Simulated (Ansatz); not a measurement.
# Amorphous La$_{24}$O$_{36}$

A CHGNet melt-quench gave the starting glass, which DFT then relaxed. O atoms were pushed apart under 1.9 Å during the dynamics, to hinder bonds among them. The hot cell started wider than the set density and was brought back towards it in steps. It is the lowest in DFT energy of 2 quenches. It is a model cell: composition and starting density were chosen by hand, and all elements were melted together. No dispersion term was used. Cycles of charging and discharging annealed it further.

Methods: PBE, scalar-relativistic without spin-orbit coupling (Ansatz, a quantum-chemistry and plane-wave program); r2SCAN, scalar-relativistic without spin-orbit coupling (Ansatz); PBE0, scalar-relativistic without spin-orbit coupling (Ansatz). Geometry, pressure, stress and energy are those of the PBE run. Its sampling: a 2×2×2 Γ-centred mesh; Fermi-Dirac width 0.02 eV; no spin polarisation. Other functionals are single points at the zone centre (r2SCAN at 500 eV; exact exchange cut at the cell's faces), free to take moments where seeds were set. At PBE the levels at the filled edge of the gap are localised (band-tail or defect states).

The number of atoms in the cell comes out as 60 and the density (volume relaxed, without dispersion) comes out as 6.05 g/cm^3. The volume per atom is 17.90 Å³, the pressure on a 2×2×2 Γ-centred mesh comes out as -0.34 GPa and the largest force and stress component on that mesh (the relaxation ran on the zone centre alone) is 0.04 eV/Å and 0.5 GPa. The energy relative to hexagonal La2O3 (lowest mix at this level among the phases computed, not always the ambient ones) is 0.088 eV/atom and the level gap on a 2×2×2 Γ-centred mesh (PBE) is 3.28 eV. The level gap at the zone centre (PBE) comes out as 3.30 eV, the level gap at the zone centre (r2SCAN) comes out as 3.68 eV and the level gap at the zone centre (PBE0) comes out as 5.41 eV.

Neighbours within La-La 3.96 Å, La-O 2.96 Å, O-O 1.58 Å count as bonded. Two cations that share two anions don't count as bonded, nor two that share one unless they lie closer than La-La 3.85 Å.

Mean coordination of La by anions: 5.92 (4 with 5, 18 with 6, 2 with 7); 16 close contacts or bonds to cations besides
Mean coordination of O: 3.94 (3 with 3, 32 with 4, 1 with 5)
Mean La-O bond: 2.478 Å (spread 0.139 Å, 142 counted)
Mean La-La close contact: 3.754 Å (spread 0.094 Å, 8 counted)

Its density started from a set value of 5.76 g/cm³. The quench (nominally 430 K/ps over its main leg) was far faster than any real one, so the model tends to hold more defects than a real film. Values belong to this one cell and scatter from quench to quench. Volume and shape were free in the relaxation. Cycles of charging lowered its energy after that relaxation.
